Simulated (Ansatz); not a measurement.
BN: pressure series

Base system: BN in the h-BN type structure (space group P6_3/mmc, No. 194; a = 2.506 Å, c = 6.616 Å; layered, stacked along the Cartesian z axis).

Cell and atoms are relaxed at each pressure.

All numbers come from PBE-D3(BJ), PAW, 420 eV (Ansatz, a program for electronic structure; no spin-orbit coupling), earlier PAW set.

| P (GPa) | V (Å³/atom) |
|---|---|
| 0.90 | 8.744 |
| 2.10 | 8.498 |
| 4.50 | 8.142 |
| 9.00 | 7.692 |
| 14.99 | 7.282 |
| 22.49 | 6.911 |
| 29.99 | 6.632 |

Question: Fit a third-order Birch–Murnaghan equation of state.

Answer: Least squares on P(V) = (3B₀/2)[(V₀/V)^(7/3) − (V₀/V)^(5/3)]·[1 + (3/4)(B₀′ − 4)((V₀/V)^(2/3) − 1)] gives V₀ = 8.94 Å³/atom, B₀ = 34 GPa and B₀′ = 7.7.

Measured bulk modulus of BN: 27.4 GPa (room temperature; as listed in Hermann Muhammad et al., Nanoscale (2024)); the computed value is for a static lattice, so the two differ by thermal effects too.

From pressure 22.5 GPa on, the axis ratios lie over 15 % from the base's, so the cell there is far from its starting form. Load acts through the strain it causes; cell and atoms are relaxed under it. No phonon test of stability was made. Competing high-pressure phases were not computed.
